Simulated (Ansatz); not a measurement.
```yaml
crystal:
  lattice:
    - [-2.95878, 2.95878, 5.65532]
    - [2.95878, -2.95878, 5.65532]
    - [2.95878, 2.95878, -5.65532]
  atoms:
    - { symbol: Cd, position: [0.00000, 0.00000, 0.00000] }
    - { symbol: Cd, position: [0.75000, 0.25000, 0.50000] }
    - { symbol: Ge, position: [0.50000, 0.50000, 0.00000] }
    - { symbol: Ge, position: [0.25000, 0.75000, 0.50000] }
    - { symbol: As, position: [0.87500, 0.85081, 0.47581] }
    - { symbol: As, position: [0.14919, 0.62500, 0.02419] }
    - { symbol: As, position: [0.37500, 0.39919, 0.52419] }
    - { symbol: As, position: [0.60081, 0.12500, 0.97581] }
```

No spin polarisation.

Level of theory: DFT with LDA, PAW potentials and a 420 eV plane-wave cutoff in Ansatz (a quantum-chemistry and plane-wave program), spin-orbit coupling left out. k-mesh 8×8×8 (Γ-centred); smearing 0.05 eV (Fermi–Dirac).

### Question
Predict the pressure and space group.

### Answer
The pressure (mean of the normal stresses, compression positive) comes out as -1.40 GPa. The space group is I-42d (No. 122).

The cells carry an imposed strain or load. No phonon test of stability was made. The cell was made from CdGeAs2 in the chalcopyrite structure (space group I-42d, No. 122) by this change: isotropic strain +0.75 %.
